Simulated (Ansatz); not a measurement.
Si on the Cu site in fcc Cu

Method: PBE, PAW (plane waves to 420 eV; Ansatz, a first-principles code). Details: 32-site cell; 6×6×6 shifted k-points; start: the Cu site; no Hubbard U; energies good to tenths of an eV; the relaxation kept the symmetry of the starting site.

Neighbours after relaxation, in Å: of the Si atom: Cu 2.56, Cu 2.56, Cu 2.56, Cu 2.56, Cu 2.56, Cu 2.56, Cu 2.56, Cu 2.56 (the shell may go on).

Formation energies E_f are those of the neutral cell. Chemical conditions: host crystal and elements as references (Δμ(Cu) = 0.00 eV, Δμ(Si) = 0.00 eV; Si taken from its element, since no compound that bounds it was computed at this level; only phases computed here count, gases as isolated molecules at 0 K). Reference phases: Cu: fcc Cu, Si: silicon.

| charge | moment (μB) | point group | largest move off a lattice site (Å) | E_f, host crystal and elements as references (eV) |
|---|---|---|---|---|
| 0 | not spin-polarised | Oh | 0.01 | -0.27 |

Point groups are those of the whole cell at tolerances of 0.03 and 0.1 Å ("near" where only the looser one holds); none is given for unsettled states.

All states together cost roughly 4 core-minutes.
